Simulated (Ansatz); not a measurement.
## BeS: pressure series

The parent structure is BeS in the zinc blende structure (space group F-43m, No. 216; a = 4.876 Å).

Cell and atoms are relaxed at each pressure.

Method: Kohn–Sham DFT with the PBE functional, run in Ansatz (an electronic-structure program) with PAW and 420 eV plane waves, scalar-relativistic without spin-orbit coupling.

| pressure (GPa) | band gap (eV) |
|---|---|
| -2 | 3.19 |
| -1 | 3.17 |
| 0 | 3.15 |
| 0.9 | ? |
| 2.1 | 3.10 |
| 4.5 | 3.04 |
| 9 | 2.95 |
| 15 | 2.83 |

Question: Fit E_g = E₀ + αP + βP² to the rows shown and predict the withheld row.

Answer: Least squares on the printed values gives E₀ = 3.15 eV, α = -23.2 meV/GPa, β = 0.14 meV/GPa² (largest residual 0.00 eV); this predicts 3.13 eV, and the run gives 3.12 eV, in agreement.

Load acts through the strain it causes; cell and atoms are relaxed under it. Whether these cells are dynamically stable was not tested. No other phases were tried under pressure.
